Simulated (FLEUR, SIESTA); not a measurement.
A FLEUR input for a self-consistent single point of HfO2 (P4_2/nmc, 6 atoms in the cell) (DFT, LDA (Perdew-Zunger), all-electron FLAPW (FLEUR), scalar-relativistic valence):

Input of the input generator:

```
HfO2 crystal
&input film=f /
6.6611523085 0.0000000000 0.0000000000
0.0000000000 6.6611523085 0.0000000000
0.0000000000 0.0000000000 9.6825069078
1.0
1.0 1.0 1.0

6
72 0.5000000000 0.5000000000 0.5000000000
72 -0.0000000000 -0.0000000000 -0.0000000000
8 -0.0000000000 0.5000000000 0.6972100000
8 0.0000000000 0.5000000000 0.1972100000
8 0.5000000000 0.0000000000 0.8027900000
8 0.5000000000 -0.0000000000 0.3027900000

&comp jspins=1 /
&exco xctyp='pz' /
&kpt div1=8 div2=8 div3=5 gamma=t /
&end /
```

```xml
<?xml version="1.0" encoding="UTF-8" standalone="no"?>
<fleurInput fleurInputVersion="0.39">
   <comment>
      HfO2 crystal                                                                                        
   </comment>
   <calculationSetup>
      <cutoffs Kmax="4.6" Gmax="16.1" GmaxXC="16.1" numbands="0"/>
      <scfLoop itmax="100" minDistance="0.00001" maxIterBroyd="15" imix="Anderson" alpha="0.05" precondParam="0.0" spinf="2.0"/>
      <coreElectrons ctail="T" frcor="F" kcrel="0" coretail_lmax="0"/>
      <xcFunctional name="pz" relativisticCorrections="F"/>
      <magnetism jspins="1"/>
      <soc l_soc="F" theta="0.0" phi="0.0" spav="F"/>
      <expertModes spex="0" secvar="F"/>
      <geometryOptimization l_f="T" forcealpha="1.0" forcemix="BFGS" epsdisp="0.00001" epsforce="0.00001"/>
      <ldaU l_linMix="F" mixParam="0.05" spinf="1.0"/>
   </calculationSetup>
   <cell>
      <bzIntegration valenceElectrons="76.0" mode="hist" fermiSmearingEnergy="0.00036749">
         <kPointListSelection listName="default-1"/>
         <!-- k-points included here -->
         <xi:include xmlns:xi="http://www.w3.org/2001/XInclude" href="kpts.xml"> </xi:include>
      </bzIntegration>
      <!-- symmetry operations included here -->
      <xi:include xmlns:xi="http://www.w3.org/2001/XInclude" href="sym.xml"> </xi:include>
      <bulkLattice scale="1.0">
         <bravaisMatrix>
            <row-1>    6.6611523085000002     0.0000000000000000     0.0000000000000000</row-1>
            <row-2>    0.0000000000000000     6.6611523085000002     0.0000000000000000</row-2>
            <row-3>    0.0000000000000000     0.0000000000000000     9.6825069078000006</row-3>
         </bravaisMatrix>
      </bulkLattice>
   </cell>
   <atomSpecies>
      <species name="Hafnium (Hf)" element="Hf" atomicNumber="72">
         <mtSphere radius="2.29" gridPoints="791" logIncrement="0.017"/>
         <atomicCutoffs lmax="8" lnonsphr="6"/>
         <electronConfig flipSpins="F">
            <coreConfig>(1s1/2) (2s1/2) (2p1/2) (2p3/2) (3s1/2) (3p1/2) (3p3/2) (4s1/2) (3d3/2) (3d5/2) (4p1/2) (4p3/2) (4d3/2) (4d5/2)</coreConfig>
            <valenceConfig>(5s1/2) (5p1/2) (5p3/2) (6s1/2) (4f5/2) (4f7/2) (5d3/2) (5d5/2)</valenceConfig>
            <stateOccupation state="(5d3/2)" spinUp="0.4" spinDown="0.4"/>
            <stateOccupation state="(5d5/2)" spinUp="0.6" spinDown="0.6"/>
         </electronConfig>
         <energyParameters s="6" p="6" d="5" f="5"/>
         <lo type="SCLO" l="0" n="5" eDeriv="0"/>
         <lo type="SCLO" l="1" n="5" eDeriv="0"/>
         <lo type="SCLO" l="3" n="4" eDeriv="0"/>
      </species>
      <species name="Oxygen (O)" element="O" atomicNumber="8">
         <mtSphere radius="1.29" gridPoints="447" logIncrement="0.023"/>
         <atomicCutoffs lmax="6" lnonsphr="4"/>
         <electronConfig flipSpins="F">
            <coreConfig>(1s1/2)</coreConfig>
            <valenceConfig>(2s1/2) (2p1/2) (2p3/2)</valenceConfig>
            <stateOccupation state="(2p1/2)" spinUp="0.6666666666667" spinDown="0.6666666666667"/>
            <stateOccupation state="(2p3/2)" spinUp="1.3333333333333" spinDown="1.3333333333333"/>
         </electronConfig>
         <energyParameters s="2" p="2" d="3" f="4"/>
      </species>
   </atomSpecies>
   <atomGroups>
      <atomGroup species="Hafnium (Hf)">
         <relPos label="                   1">1.000/4.000 1.000/4.000 1.000/4.000</relPos>
         <relPos label="                   2">-1.000/4.000 -1.000/4.000 -1.000/4.000</relPos>
         <force calculate="T" relaxXYZ="TTT"/>
      </atomGroup>
      <atomGroup species="Oxygen (O)">
         <relPos label="                   3">-1.000/4.000 1.000/4.000 .4472100000</relPos>
         <relPos label="                   4">-1.000/4.000 1.000/4.000 -.0527900000</relPos>
         <relPos label="                   5">1.000/4.000 -1.000/4.000 -.4472100000</relPos>
         <relPos label="                   6">1.000/4.000 -1.000/4.000 .0527900000</relPos>
         <force calculate="T" relaxXYZ="TTT"/>
      </atomGroup>
   </atomGroups>
   <output dos="F" band="F" slice="F">
      <checks vchk="F" cdinf="F"/>
      <bandDOS minEnergy="-.5*Htr" maxEnergy="0.5*Htr" sigma="0.015" storeEVData="T"/>
      <vacuumDOS vacdos="F" integ="F" star="F" nstars="0" locx1="0.0" locy1="0.0" locx2="0.0" locy2="0.0" nstm="0" tworkf="0.0"/>
      <unfoldingBand unfoldBand="F" supercellX="1" supercellY="1" supercellZ="1"/>
      <plotting iplot="0" polar="F">
         <plot TwoD="T" vec1="  1.0  0.0  0.0" vec2="  0.0  1.0  0.0" vec3="  0.0  0.0  1.0" zero="  0.0  0.0  0.0" file="plot"/>
      </plotting>
      <chargeDensitySlicing numkpt="0" minEigenval="0.0" maxEigenval="0.0" nnne="0" pallst="F"/>
      <specialOutput eonly="F"/>
      <magneticCircularDichroism mcd="F" energyLo="-10.0" energyUp="0.0"/>
   </output>
  <!-- We include the file relax.xml here to enable relaxations (see documentation) -->
  <xi:include xmlns:xi="http://www.w3.org/2001/XInclude" href="relax.xml"> <xi:fallback/> </xi:include>
</fleurInput>
```

Q: Write the same calculation as an input for SIESTA.

A: This is the input that was run; spellings and numerical settings could be chosen otherwise.

```
# files in the folder: Hf.psml O.psml (PseudoDojo LDA standard)
SystemName  HfO2
SystemLabel siesta

NumberOfAtoms                6
NumberOfSpecies              2
%block ChemicalSpeciesLabel
  1 72 Hf
  2 8 O
%endblock ChemicalSpeciesLabel
LatticeConstant              1.0 Ang
%block LatticeVectors
     3.524930000    0.000000000    0.000000000
     0.000000000    3.524930000    0.000000000
     0.000000000    0.000000000    5.123762000
%endblock LatticeVectors
AtomicCoordinatesFormat      Bohr
%block AtomicCoordinatesAndAtomicSpecies
     3.330576154    3.330576154    4.841253454  1
     0.000000000    0.000000000    0.000000000  1
     0.000000000    3.330576154    6.750740641  2
     0.000000000    3.330576154    1.909487187  2
     3.330576154    0.000000000    7.773019720  2
     3.330576154    0.000000000    2.931766267  2
%endblock AtomicCoordinatesAndAtomicSpecies

XC.functional                LDA
XC.authors                   PW92
PAO.BasisSize                DZP
PAO.EnergyShift              0.01 Ry
MeshCutoff                   400 Ry
%block kgrid.MonkhorstPack
    8   0   0  0.0
    0   8   0  0.0
    0   0   5  0.0
%endblock kgrid.MonkhorstPack
OccupationFunction           FD
ElectronicTemperature        116.05 K

MaxSCFIterations             150
SCF.Mixer.Method             Pulay
SCF.Mixer.Weight             0.2
SCF.Mixer.History            6
SCF.DM.Tolerance             1.0E-05
Diag.ParallelOverK           true
WriteForces                  true
Charge.Mulliken              end
```

Basis, cutoffs, solver keys and any potentials are the target program's own. This input uses DFT, LDA PW92, numerical atomic orbitals DZP, PseudoDojo LDA standard norm-conserving potentials (rewritten from UPF to PSML). LDA parametrisations can differ slightly between programs.

The starting cell comes from a database of computed structures (which also holds hypothetical and non-ambient phases and stackings), without a prior relaxation at this level. Its lattice was rescaled by a random factor within 2.5 % of one.
